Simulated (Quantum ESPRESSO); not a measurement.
## What a tighter setting buys: conv_thr, Ta2O5 (P2/m, 7 atoms in the cell)

Cell: a = 3.8414 Å, b = 3.8627 Å, c = 6.7776 Å, α = 90.00°, β = 105.57°, γ = 90.00°.

Level of theory: PBEsol, GBRV 1.5 ultrasoft (PBESOL) pseudopotentials (plane waves; Quantum ESPRESSO).

Base settings: ecutwfc = 40 Ry; ecutrho = 320 Ry; occupations = smearing; smearing = fd; degauss = 0.0036749 Ry; potentials = {Ta: ta_pbesol_v1.uspp.F.UPF, O: o_pbesol_v1.2.uspp.F.UPF}; K_POINTS = automatic 6 6 3 1 1 1; conv_thr = 1e-11 Ry; mixing_beta = 0.7.

Misses are taken against the tightest run, 7.3e-14 Ry, which need not be fully converged itself. The energy is the free energy per atom.

The count of work is k-points × plane waves × bands × iterations; it is no time, and leaves out set-up, grids and terms that scale otherwise. Core times come from one kind of shared machine and are given to one figure; runs under 30 s give none.

The starting cell comes from a database of computed structures (which also holds hypothetical and non-ambient phases and stackings), without a prior relaxation at this level.

The runs (conv_thr): 0.0073 Ry | 0.00073 Ry | 7.3e-05 Ry | 7.3e-06 Ry | 7.3e-07 Ry | 7.3e-08 Ry | 7.3e-10 Ry | 1e-11 Ry | 7.3e-12 Ry | 7.3e-14 Ry.

**Question.** Which is the coarsest setting among those run that, with all tighter ones, holds the energy within 1 meV/atom of the reference, and what does it save?

**Answer.** 0.00073 Ry, off by 0.27 meV/atom; its saving against the reference is no more than about a factor of 2 in the count of work.

| conv_thr | energy less reference (meV/atom) | pressure less reference (GPa) | largest difference in the force on any atom (eV/Å) | count of work / reference | core time / reference (rough) |
|---|---|---|---|---|---|
| 0.0073 Ry | 4.80 | -2.58 | 0.236 | 0.35 | 0.5 |
| 0.00073 Ry | 0.27 | -0.96 | 0.015 | 0.47 | 0.6 |
| 7.3e-05 Ry | 0.00 | -0.01 | 0.008 | 0.53 | 0.6 |
| 7.3e-06 Ry | 0.00 | -0.01 | 0.008 | 0.53 | 0.7 |
| 7.3e-07 Ry | 0.00 | 0.03 | 0.000 | 0.65 | 0.7 |
| 7.3e-08 Ry | 0.00 | -0.02 | 0.000 | 0.71 | 0.7 |
| 7.3e-10 Ry | 0.00 | 0.00 | 0.000 | 0.76 | 0.8 |
| 1e-11 Ry | 0.00 | 0.00 | 0.000 | 0.88 | 1.0 |
| 7.3e-12 Ry | 0.00 | 0.00 | 0.000 | 0.88 | 0.9 |
| 7.3e-14 Ry | 0.00 | 0.00 | 0.000 | 1.0 | 1 |
